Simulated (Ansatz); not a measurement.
**What biaxial strain +1.50 %, plane normal [001], relaxed out of plane does to Sn**

Consider Sn in the diamond structure (space group Fd-3m, No. 227; a = 6.566 Å). Axes: x, y, z lie along the cube axes.

It is then changed as follows: biaxial strain +1.50 %, plane normal [001], relaxed out of plane (Cartesian); in-plane vectors clamped, the third vector and the atoms free.

All numbers come from Ansatz (a first-principles code), r2SCAN, PAW, cutoff 500 eV, no spin-orbit coupling. Settings: 12×12×12 k-points, 0.05 eV Fermi–Dirac smearing.

| quantity | base | changed | shift |
|---|---|---|---|
| volume per atom | 35.39 Å³ | 35.95 Å³ | +0.56 Å³ |
| space group | Fd-3m (No. 227) | I4_1/amd (No. 141) | – |
| shortest interatomic distance | 284.3 pm | 285.9 pm | +1.54 pm |
| energy relative to the base (free energy F) | 0 meV/atom | +3.3 meV/atom | +3.3 meV/atom |
| pressure (mean of the normal stresses, compression positive) | 0.0 GPa | -0.6 GPa | -0.6 GPa |
| band gap | zero | zero | – |
| out-of-plane strain (rough) | – | -1.40 % | – |
| mean in-plane stress (compression positive) (rough) | – | -1.0 GPa | – |

Without a gap, meshes like the base's 12×12×12 leave anisotropic stresses uncertain by several tenths of a GPa, and small strain energies with them. No phonon test of stability was made.
